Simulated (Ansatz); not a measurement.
**Smallest direct gap on the k points sampled of In2Se3 (within 0.1 Å of P-3m1, No. 164; cell taken from a computed entry) at several levels of theory**

No measured value is used here.

```json
[
 {"level (code)": "HSE06 (Ansatz)", "value (eV)": "1.15"},
 {"level (code)": "PBE0 (Ansatz)", "value (eV)": "1.79"},
 {"level (code)": "r²SCAN0 (Ansatz)", "value (eV)": "(withheld)"}
]
```

Complete the blanks.


- r²SCAN0 (Ansatz, a program for electronic structure), value (eV): 2.02

At these levels the smallest gap is indirect and lower: HSE06 0.61, PBE0 1.24, r²SCAN0 1.45 eV. Computed values are for a static lattice. Levels without +SOC have no spin–orbit coupling; where heavier elements are present it shifts gaps, mostly down, and can invert bands.  Values are at the PBEsol cell. Cutoffs differ between the levels. Ansatz's density-functional and Hartree–Fock values are scalar-relativistic unless marked +SOC, with PAW data made under PBE.
